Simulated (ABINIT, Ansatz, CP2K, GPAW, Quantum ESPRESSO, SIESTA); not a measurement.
## One structure in several programs: Ca3AsP (Pm-3m, 5 atoms in the cell)

Self-consistent single point.

```xyz
5
Lattice="5.4249 0.0000 0.0000 0.0000 5.4249 0.0000 0.0000 0.0000 5.4249" Properties=species:S:1:pos:R:3 pbc="T T T"
Ca     0.0000     2.7124     2.7124
Ca     2.7124     0.0000     2.7124
Ca     2.7124     2.7124     0.0000
P      0.0000     0.0000     0.0000
As     2.7124     2.7124     2.7124
```

Shared settings, as Ansatz (an electronic-structure program) writes them: kpoints.mp_grid.grid = 4 4 4; scf.occupations.method = gaussian; scf.occupations.width = 0.05 eV. Potentials and cutoffs stand in the table.

```tsv
code	model	pressure (GPa)	cutoff
GPAW	LDA (Perdew-Wang 92), GPAW PAW datasets LDA (gpaw-data 1.0.1)	-2.62	600 eV
SIESTA	LDA PW92, numerical atomic orbitals TZP, PseudoDojo LDA standard norm-conserving potentials (rewritten from UPF to PSML)	2.49	grid 400 Ry
Quantum ESPRESSO	LDA (PZ), GBRV 1.5 ultrasoft (LDA) pseudopotentials	-2.77	40 Ry
Ansatz	LDA (PW92), PAW files made with PBE	-2.84	default
ABINIT	LDA (PW92), norm-conserving pseudopotentials (PseudoDojo nc-sr-04 LDA standard)	-2.89	40 Ha
CP2K	LDA (Pade form), GPW, DZVP-MOLOPT-SR-GTH basis, GTH-PADE potentials (GTH_POTENTIALS)	-2.32	grid 500 Ry
```

No clean gap comes from GPAW, SIESTA, Quantum ESPRESSO, Ansatz, ABINIT and CP2K: levels at the Fermi energy touch, overlap or are partly filled at this smearing.

The spread over the programs that give each value: pressure within 5.38 GPa.

SIESTA and CP2K use small atom-centred bases, whose incompleteness enters pressures, forces and empty levels differently from a plane-wave cutoff. Ansatz's pressure is given at a fixed set of plane waves, as the other plane-wave codes print theirs. The same LDA comes in different parametrisations, which differ slightly. In the pressure, SIESTA (by 5.29) lies more than 1 GPa from the median of the plane-wave programs.

The starting cell comes from a database of computed structures (which also holds hypothetical and non-ambient phases and stackings), without a prior relaxation at this level.

Left out of this page: Elk and FLEUR (not drawn, or without a comparable value).

Keys are those of Ansatz 0.2.
